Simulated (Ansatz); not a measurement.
A self-consistent single point of LaH₃ (Fm-3m, 4 atoms in the cell) with Ansatz (a quantum-chemistry and plane-wave program).

Computed with LDA (PW92), PAW files made with PBE (plane waves; Ansatz).

The change in words: lattice scaled by 0.98. Reference geometry:
```
CELL_PARAMETERS angstrom
      0.00000     2.84416     2.84416
      2.84416     0.00000     2.84416
      2.84416     2.84416     0.00000
ATOMIC_POSITIONS crystal
  La 0.00000 0.00000 0.00000
  H  0.50000 0.50000 0.50000
  H  0.75000 0.75000 0.75000
  H  0.25000 0.25000 0.25000
```

Reference input (self-consistent single point, DFT, LDA (PW92), plane waves, PAW files made with PBE): kpoints.mp_grid.grid = 10 10 10; hamiltonian.xc = lda; hamiltonian.pseudopotentials = {kind: paw} (an earlier, softer set of the program's PAW files); scf.occupations.method = gaussian; scf.occupations.width = 0.272 eV. This run's input differs from it in these lines:

Ansatz 0.2 input:
```diff
@@ -3,10 +3,10 @@
   lattice:
-    - [0.00000000, 2.84416000, 2.84416000]
-    - [2.84416000, 0.00000000, 2.84416000]
-    - [2.84416000, 2.84416000, 0.00000000]
+    - [0.00000000, 2.78727700, 2.78727700]
+    - [2.78727700, 0.00000000, 2.78727700]
+    - [2.78727700, 2.78727700, 0.00000000]
   atoms:
     - { symbol: La, position_ang: [0.00000000, 0.00000000, 0.00000000] }
-    - { symbol: H, position_ang: [2.84416000, 2.84416000, 2.84416000] }
-    - { symbol: H, position_ang: [4.26624000, 4.26624000, 4.26624000] }
-    - { symbol: H, position_ang: [1.42208000, 1.42208000, 1.42208000] }
+    - { symbol: H, position_ang: [2.78727700, 2.78727700, 2.78727700] }
+    - { symbol: H, position_ang: [4.18091550, 4.18091550, 4.18091550] }
+    - { symbol: H, position_ang: [1.39363850, 1.39363850, 1.39363850] }
 kpoints:
```

Output (repeated stretches shortened):

```
SCF iter   1: F=—  HF=-6126.235928 eV  |F-HF|=—  |Δ(HF+E_count)|=         —  Δρ=5.83e-2  dr2=1.56e0  ethr=3.10e-3  ⟨swp⟩=3.5  Hψ=2286  notcnv=0
all-band conjugate gradients solve this SCF's bands
preconditioner: auto → none
SCF iter   2: F=—  HF=-6125.717972 eV  |F-HF|=—  |Δ(HF+E_count)|=   5.18e-1  Δρ=1.22e-2  dr2=6.35e-2  ethr=3.10e-3  ⟨swp⟩=3.0  Hψ=1501  notcnv=0
SCF iter   3: F=—  HF=-6125.694968 eV  |F-HF|=—  |Δ(HF+E_count)|=   2.30e-2  Δρ=4.98e-3  dr2=8.79e-3  ethr=4.53e-4  ⟨swp⟩=3.0  Hψ=1039  notcnv=0
SCF iter   4: F=—  HF=-6125.693027 eV  |F-HF|=—  |Δ(HF+E_count)|=   1.94e-3  Δρ=1.11e-3  dr2=2.33e-4  ethr=6.28e-5  ⟨swp⟩=2.0  Hψ=677  notcnv=0
SCF iter   5: F=—  HF=-6125.693019 eV  |F-HF|=—  |Δ(HF+E_count)|=   8.74e-6  Δρ=2.03e-4  dr2=1.05e-5  ethr=1.66e-6  ⟨swp⟩=2.9  Hψ=856  notcnv=0
SCF iter   6: F=—  HF=-6125.693018 eV  |F-HF|=—  |Δ(HF+E_count)|=   3.83e-7  Δρ=1.17e-5  dr2=2.08e-8  ethr=7.14e-10  ⟨swp⟩=5.5  Hψ=3324  notcnv=0
SCF iter   7: F=-6125.693018 eV  HF=-6125.693018 eV  |F-HF|=2.71e-10  |Δ(HF+E_count)|=   5.01e-9  Δρ=1.08e-6  dr2=4.31e-10  ethr=1.49e-10  ⟨swp⟩=2.0  Hψ=1549  notcnv=0
SCF 1 converged in 7 iterations: F = -6125.693018 eV  dr2 = 4.31e-10
Free energy (F): -6125.693018 eV
Internal energy: -6125.686415 eV  (E = F + TS)
E sigma→0 (E₀):  -6125.689717 eV
Entropy (-TS):   -0.006603 eV (-1.651 meV/atom)
Fermi energy:    10.253745 eV
--- Forces (eV/Å), atoms counted from 1 ---
  atom   1  La    -0.00000000     0.00000000     0.00000000
   [... zero for the other atoms too ...]
--- Stress (GPa, compression-positive) ---
       -4.735478       0.000000       0.000000
       -0.000000      -4.735478      -0.000000
        0.000000      -0.000000      -4.735478
  P = ⅓ Tr σ = -4.7355 GPa (-47.355 kbar)
  The stress holds the Pulay correction. Without it, at fixed plane waves, as pw.x and ABINIT print it: P = -4.8235 GPa
```

The run converged in 7 iterations. Against the reference run the free energy goes down by 28.5 meV/atom and the pressure goes from -8.54 to -4.74 GPa.

The starting cell comes from a database of computed structures (which also holds hypothetical and non-ambient phases and stackings), without a prior relaxation at this level. Its lattice was rescaled by a random factor within 2.5 % of one. For this run, on top of that: lattice scaled by 0.98. With a pressure of about -5 GPa the cell is away from its equilibrium volume at this level. Ansatz's pressure includes its estimate of the finite-basis (Pulay) stress.
